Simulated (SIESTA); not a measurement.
A self-consistent single point of Sc (P6_3/mmc, 4 atoms in the cell) with SIESTA.

Level of theory: SIESTA with LDA PW92, numerical atomic orbitals DZP, PseudoDojo LDA standard norm-conserving potentials (rewritten from UPF to PSML).

```
CELL_PARAMETERS angstrom
      3.22198     0.00000     0.00000
     -1.61099     2.79031     0.00000
      0.00000     0.00000    10.36672
ATOMIC_POSITIONS crystal
  Sc 0.00000 0.00000 0.00000
  Sc 0.00000 0.00000 0.50000
  Sc 0.33333 0.66667 0.25000
  Sc 0.66667 0.33333 0.75000
```

Reference input (self-consistent single point, DFT, GGA PBE, numerical atomic orbitals DZP, PseudoDojo PBE standard norm-conserving potentials (rewritten from UPF to PSML)): XC.functional = GGA; XC.authors = PBE; potentials = PseudoDojo PBE standard; PAO.BasisSize = DZP; PAO.EnergyShift = 0.01 Ry; MeshCutoff = 300 Ry; kgrid.MonkhorstPack = 8 8 3; OccupationFunction = FD; ElectronicTemperature = 100 meV; MaxSCFIterations = 150; SCF.Mixer.Method = Pulay; SCF.Mixer.Weight = 0.25. This run's input differs from it in these lines:

```diff
@@ -1,2 +1,2 @@
-# files in the folder: Sc.psml (PseudoDojo PBE standard)
+# files in the folder: Sc.psml (PseudoDojo LDA standard)
 SystemName  Sc
@@ -23,4 +23,4 @@
 
-XC.functional                GGA
-XC.authors                   PBE
+XC.functional                LDA
+XC.authors                   PW92
 PAO.BasisSize                DZP
```

Log, with long lists cut:

```
        iscf     Eharris(eV)        E_KS(eV)     FreeEng(eV)     dDmax    Ef(eV) dHmax(eV)
   scf:    1    -5239.261392    -5259.932597    -5260.154964  1.633761 -4.783207  3.828969
   scf:    2    -5261.874496    -5260.983447    -5261.212522  0.082726 -5.042314  2.126768
   scf:    3    -5261.482328    -5261.363725    -5261.596604  0.089748 -5.355170  0.555872
   scf:    4    -5261.402722    -5261.397809    -5261.630491  0.009629 -5.353388  0.051976
   scf:    5    -5261.398360    -5261.398189    -5261.630782  0.001458 -5.344241  0.021282
   scf:    6    -5261.398238    -5261.398226    -5261.630865  0.002662 -5.347138  0.004323
   scf:    7    -5261.398246    -5261.398238    -5261.630867  0.000245 -5.346291  0.005495
   scf:    8    -5261.398234    -5261.398236    -5261.630868  0.000072 -5.346570  0.002500
   scf:    9    -5261.398232    -5261.398234    -5261.630869  0.000061 -5.346833  0.000600
SCF Convergence by DM+H criterion
max |DM_out - DM_in|         :     0.0000606118
max |H_out - H_in|      (eV) :     0.0005999752
SCF cycle converged after 9 iterations

Using DM_out to compute the final energy and forces

siesta: E_KS(eV) =            -5261.3982

siesta: E_KS - E_eggbox =     -5261.3982

siesta: Atomic forces (eV/Ang):
     1    0.000000    0.000000    0.000171
     2    0.000000    0.000000   -0.000171
     3   -0.000003    0.000003    0.000018
     4    0.000003   -0.000003   -0.000018
   Tot   -0.000000    0.000000    0.000000
   Max    0.000171
   Res    0.000070    sqrt( Sum f_i^2 / 3N )
   Max    0.000171    constrained

Stress tensor Voigt[x,y,z,yz,xz,xy] (kbar):       35.84       35.84       37.03        0.00       -0.00        0.00
(Free)E + p*V (eV/cell)    -5263.7389
   [... lines left out ...]
siesta: FreeEng =     -5261.630869
   [... lines left out ...]
siesta:     0.022371    0.000000   -0.000000
siesta:     0.000000    0.022371    0.000000
siesta:    -0.000000    0.000000    0.023112

siesta: Cell volume =         93.200077 Ang**3

siesta: Pressure (static):
siesta:                Solid            Molecule  Units
siesta:          -0.00024634         -0.00024630  Ry/Bohr**3
siesta:          -0.02261785         -0.02261437  eV/Ang**3
siesta:         -36.23779657        -36.23221290  kBar
```

The run converged in 9 iterations. Against the reference run the pressure goes from 1.78 to -3.62 GPa.

The starting cell was generated: these elements placed on a structure prototype, without a prior relaxation; it need not be a known phase or ordering of this composition. Its lattice was rescaled by a random factor within 2.5 % of one. Values carry the incompleteness of an atom-centred basis. With a pressure of about -4 GPa the cell is away from its equilibrium volume at this level.
